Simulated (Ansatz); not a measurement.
# What isotropic strain +2.25 % does to Ga2O3

The reference is Ga2O3 in the corundum structure (space group R-3c, No. 167; a = 5.0577 Å, c = 13.6230 Å (hexagonal axes)).

Modification: an isotropic linear strain of +2.25 %, atoms relaxed at fixed cell.

The values are results of PBE in Ansatz (plane waves to 420 eV, PAW, no spin-orbit coupling), not measurements. Γ-centred 8×8×8 mesh, Fermi–Dirac width 0.05 eV.

| quantity | base | changed | shift |
|---|---|---|---|
| space group | R-3c (No. 167) | R-3c (No. 167) | – |
| shortest interatomic distance | 1.952 Å | 1.996 Å | +0.044 Å |
| energy relative to the base (free energy F) | 0 meV/atom | +26 meV/atom | +26 meV/atom |
| band gap | 2.40 eV | 1.74 eV | -0.66 eV |
| smallest direct gap | 2.63 eV | 1.94 eV | -0.69 eV |
| width of the top valence band | 0.43 eV | 0.41 eV | -0.02 eV |
| electron mass | 0.21 mₑ (at Γ) | 0.17 mₑ (at Γ) | – |

Cost of the whole job for the changed cell (relaxation, final SCF and bands): about 70 core-seconds (a rough figure).

Masses are band curvatures over ±0.01 Å⁻¹ around the edge. Whether these cells are dynamically stable was not tested.

Ansatz is a program for electronic structure.
